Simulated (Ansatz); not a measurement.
Start from AlN in the zinc blende structure (space group F-43m, No. 216; a = 4.3698 Å).

All numbers come from plane-wave PAW DFT at the r2SCAN level (Ansatz, a quantum-chemistry and plane-wave program, 500 eV), scalar-relativistic without spin-orbit coupling.

Strains are applied to the cell and any free atomic positions relax.

One change was made to it. Results:

| quantity | base | after |
|---|---|---|
| band gap | 3.94 eV | 3.92 eV |
| pressure | 0.01 GPa | -5.92 GPa |
| energy relative to the base (free energy F) | 0 meV/atom | +6.0 meV/atom |
| electron mass | 0.51 mₑ along k, 0.33 mₑ across (at X) | 0.52 mₑ along k, 0.33 mₑ across (at X) |

Q: Name the change that was made.
A. isotropic strain +0.50 %
B. isotropic strain +2.50 %
C. isotropic strain +1.00 %

A: C, isotropic strain +1.00 %. For comparison, the energy relative to the base in the other runs: isotropic strain +0.50 % gives +1.5 meV/atom; isotropic strain +2.50 % gives +36 meV/atom.

Masses are band curvatures over ±0.01 Å⁻¹ around the edge. Along k means along the line from Γ to the band edge. Whether these cells are dynamically stable was not tested. This is not the structure that AlN has at room temperature and ambient pressure.
